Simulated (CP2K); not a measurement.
Troubleshooting CP2K: a failed run on Rb2InSbF6 (Fm-3m, 10 atoms in the cell). The aim is a self-consistent single point with DFT LDA (Pade form), GPW, DZVP-MOLOPT-SR-GTH basis, GTH-PADE potentials (GTH_POTENTIALS).

Cell that was meant: a = 6.8432 Å, b = 6.8432 Å, c = 6.8432 Å, α = 60.00°, β = 60.00°, γ = 60.00°.

Part of the input:

```
      POTENTIAL GTH-PADE-q9
    &END KIND
    &KIND In
      BASIS_SET DZVP-MOLOPT-SR-GTH-q13
      POTENTIAL GTH-PADE-q3
    &END KIND
    &KIND Sb
      BASIS_SET DZVP-MOLOPT-SR-GTH
```

Log, with long lists cut:

```
 GLOBAL| Method name                                                        CP2K
 GLOBAL| Project name                                                  rb2insbf6
 GLOBAL| Run type                                                   ENERGY_FORCE

 CELL| Volume [angstrom^3]:                                           226.599367
 CELL| Vector a [angstrom]:       6.843     0.000     0.000   |a| =     6.843179
 CELL| Vector b [angstrom]:       3.422     5.926     0.000   |b| =     6.843179
 CELL| Vector c [angstrom]:       3.422     1.975     5.587   |c| =     6.843179
 CELL| Angle (b,c), alpha [degree]:                                    59.999999
 CELL| Angle (a,c), beta  [degree]:                                    60.000003
 CELL| Angle (a,b), gamma [degree]:                                    60.000004
 CELL| Numerically orthorhombic:                                              NO
 CELL| Periodicity                                                           XYZ

 *******************************************************************************
 *   ___                                                                       *
 *  /   \                                                                      *
 * [ABORT]                                                                     *
 *  \___/    Basis-set and pseudo-potential of atomic kind 'In' were optimized *
 *    |                   for different valence electron numbers.              *
 *  O/|                                                                        *
 * /| |                                                                        *
 * / \                                                    qs_kind_types.F:2782 *
 *******************************************************************************

 ===== Routine Calling Stack =====

            3 read_qs_kind
            2 create_qs_kind_set
            1 CP2K
Abort(1) on node 0 (rank 0 in comm 0): application called MPI_Abort(MPI_COMM_WORLD, 1) - process 0
```

### Question
Read the log: what does the program object to, and what is the fix?

### Answer
The fault is a basis and a potential made for different valence counts; here the program stops on it instead of giving results. To fix it, match the valence of basis and potential. The program stopped before any SCF iteration.

The sound input it was made from differs as follows (other fixes are possible):
```diff
-      BASIS_SET DZVP-MOLOPT-SR-GTH-q13
-      POTENTIAL GTH-PADE-q3
+      BASIS_SET DZVP-MOLOPT-SR-GTH
+      POTENTIAL GTH-PADE-q13
```

With that input, the run converged in 24 iterations: free energy E − TS -6960.6504 eV; top of the valence band (on the code's own zero) 2.82 eV; gap on the k-point mesh 1.88 eV; pressure -3.63 GPa; largest force (vector length) 0.038 eV/Å (DFT LDA (Pade form), GPW, DZVP-MOLOPT-SR-GTH basis, GTH-PADE potentials (GTH_POTENTIALS)).

On the sound input: the starting cell comes from a database of computed structures (which also holds hypothetical and non-ambient phases and stackings), without a prior relaxation at this level. Its lattice was rescaled by a random factor within 2.5 % of one. Spin-orbit coupling is off. Values carry the incompleteness of an atom-centred basis. With a pressure of about -4 GPa the cell is away from its equilibrium volume at this level.
